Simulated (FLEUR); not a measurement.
Band structure of ScAu4 (I4/m, 5 atoms in the cell).

```xyz
5
Lattice="-3.3047 3.3047 2.0330 3.3047 -3.3047 2.0330 3.3047 3.3047 -2.0330" Properties=species:S:1:pos:R:3 pbc="T T T"
Sc     0.0000     0.0000     0.0000
Au     0.6765     1.9642     2.0330
Au     2.6283     1.3405     0.0000
Au     1.3405     3.9812     0.0000
Au     1.9642    -0.6765     2.0330
```

Method: PBEsol, all-electron FLAPW (FLEUR), scalar-relativistic valence.

Settings: Kmax = 4 1/bohr; GmaxXC = 16 1/bohr; xcFunctional = PBEs; jspins = 1; l_soc = F; mode = hist; fermiSmearingEnergy = 0.00367493 Htr; mesh (inpgen div1-3) = 6 6 6; inpgen gamma flag = true; Gmax = 16 1/bohr; numbands = 0; maxIterBroyd = 99; imix = Anderson; alpha = 0.05.

The starting cell comes from a database of computed structures (which also holds hypothetical and non-ambient phases and stackings), without a prior relaxation at this level. Spin-orbit coupling is off. Values depend on the basis (sphere radii, cutoffs, local orbitals), which need not be converged.

These are the values that this program gave, and no reference: the default basis lacks the next d shell.

Levels in eV from the Fermi level, bands 37 to 44:
```tsv
point	37	38	39	40	41	42	43	44
Γ	-2.32	-1.95	0.54	1.54	1.54	1.60	1.92	1.92
X	-2.56	-2.42	0.76	1.02	1.29	1.33	2.19	2.51
M	-2.47	-2.08	-1.99	-1.99	1.50	2.27	2.36	2.36
Z	-2.36	-1.88	-1.69	-1.69	-0.16	1.91	2.27	2.27
P	-2.13	-2.13	-1.95	-1.46	1.71	1.87	1.87	2.17
N	-2.64	-1.90	-1.04	-0.76	1.21	1.35	1.56	1.99
Z1	-2.36	-1.88	-1.69	-1.69	-0.16	1.91	2.27	2.27
```
